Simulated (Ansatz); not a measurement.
**Effect of biaxial strain −2.04 %, plane normal [001], relaxed out of plane on BaTiO3**

Consider BaTiO3 (space group P4mm, No. 99; a = 3.955 Å, c = 4.044 Å). Axes: x, y, z lie along a, b, c of the conventional cell.

Now apply this change: compressive biaxial strain of 2.04 % in the plane normal to [001], as in epitaxy on a mismatched substrate; the out-of-plane cell vector and the atoms relax.

Method: plane-wave PAW DFT at the PBEsol level (Ansatz, a program for electronic structure, 420 eV), no SOC. Settings: 8×8×8 k-points, 0.05 eV Fermi–Dirac smearing.

| quantity | base | changed | shift |
|---|---|---|---|
| space group | P4mm (No. 99) | P4mm (No. 99) | – |
| shortest interatomic distance | 1.840 Å | 1.820 Å | -0.020 Å |
| energy relative to the base (free energy F) | 0 meV/atom | +10 meV/atom | +10 meV/atom |
| pressure (mean of the normal stresses, compression positive) | 0.00 GPa | 4.10 GPa | +4.10 GPa |
| band gap | 1.85 eV | 1.89 eV | +0.045 eV |
| gap character | indirect, A → Γ | indirect, A → Γ | – |
| smallest direct gap | 2.22 eV | 2.47 eV | +0.25 eV |
| width of the top valence band | 1.17 eV | 1.47 eV | +0.30 eV |
| out-of-plane strain | – | +3.28 % | – |
| ratio −ε⊥/ε∥ | – | 1.61 | – |
| mean in-plane stress (compression positive) | – | +6.2 GPa | – |

Final structure (turned so that z lies along the plane normal):

```yaml
crystal:
  lattice:
    - [3.87471, 0.00000, 0.00000]
    - [0.00000, 3.87471, 0.00000]
    - [0.00000, 0.00000, 4.17676]
  atoms:
    - { symbol: Ti, position: [0.50000, 0.50000, 0.45702] }
    - { symbol: Ba, position: [0.00000, 0.00000, 0.93932] }
    - { symbol: O, position: [0.50000, 0.50000, 0.89271] }
    - { symbol: O, position: [0.50000, 0.00000, 0.40847] }
    - { symbol: O, position: [0.00000, 0.50000, 0.40847] }
```

Cost of the whole job for the changed cell (relaxation, final SCF and bands): very roughly 4 core-minutes.

Stability against distortions was not tested. All final runs are without spin polarisation.
